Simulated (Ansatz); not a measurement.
**Amorphous Si48N60**

It comes from a melt-quench run on a machine-learned potential (CHGNet), relaxed afterwards by DFT. N atoms were pushed apart under 1.9 Å during the dynamics, to hinder bonds among them. The hot cell started wider than the set density and was brought back towards it in steps. It is the lowest in DFT energy of 2 quenches. It is a model cell: composition and starting density were chosen by hand, and all elements were melted together. No dispersion term was used.

Methods: PBE, scalar-relativistic without spin-orbit coupling (Ansatz, a first-principles code); r2SCAN, scalar-relativistic without spin-orbit coupling (Ansatz). Geometry, pressure, stress and energy are those of the PBE run. Its sampling: a 2×2×2 Γ-centred mesh; Fermi-Dirac width 0.02 eV; no spin polarisation. Other functionals are single points at the zone centre (r2SCAN at 500 eV), free to take moments where seeds were set. The usual formal charges leave 12 electrons over, so the level spacing at the Fermi energy parts defect or band states and needn't be the band gap. At PBE the levels at both edges of the gap are localised (band-tail or defect states), and the nearest spread-out levels lie 2.1 eV apart at the zone centre.

| Item | Value |
|---|---|
| Number of atoms in the cell | 108 |
| Density (held, not predicted) | 2.93 g/cm³ |
| Volume per atom | 11.50 Å^3 |
| Pressure on a 2×2×2 Γ-centred mesh | -0.49 GPa |
| Largest force and stress component on that mesh (the relaxation ran on the zone centre alone) | 0.06 eV/Å and 3.1 GPa |
| Energy relative to beta Si3N4 + silicon (lowest mix at this level among the phases computed, not always the ambient ones) | 0.344 eV/atom |
| Level spacing at the Fermi energy on a 2×2×2 Γ-centred mesh (PBE) | 0.60 eV |
| Level spacing at the Fermi energy at the zone centre (PBE) | 0.63 eV |
| Level spacing at the Fermi energy at the zone centre (r2SCAN) | 0.78 eV |

Bonds are counted up to Si-Si 2.60 Å, Si-N 2.20 Å, N-N 1.70 Å. Two cations that share two anions don't count as bonded, nor two that share one unless they lie closer than Si-Si 2.38 Å.

The mean coordination of Si by anions is 3.77 (2 with 2, 7 with 3, 39 with 4); 6 close contacts or bonds to cations besides. The mean coordination of N is 3.02 (1 with 2, 57 with 3, 2 with 4) and the mean Si-N bond comes out as 1.769 Å (spread 0.063 Å, 181 counted). The mean Si-Si bond is 2.334 Å (spread 0.041 Å, 3 counted).

Its density started from a set value of 2.93 g/cm³. The simulated quench (nominally 300 K/ps over its main leg) is rapid and tends to freeze in more defects than a deposited or slowly cooled glass has. A cell of this size samples the disorder only roughly. The volume was held where the preparation left it, at a PBE pressure of -0.5 GPa (tension). Stress components on the final sampling reach 3.1 GPa.
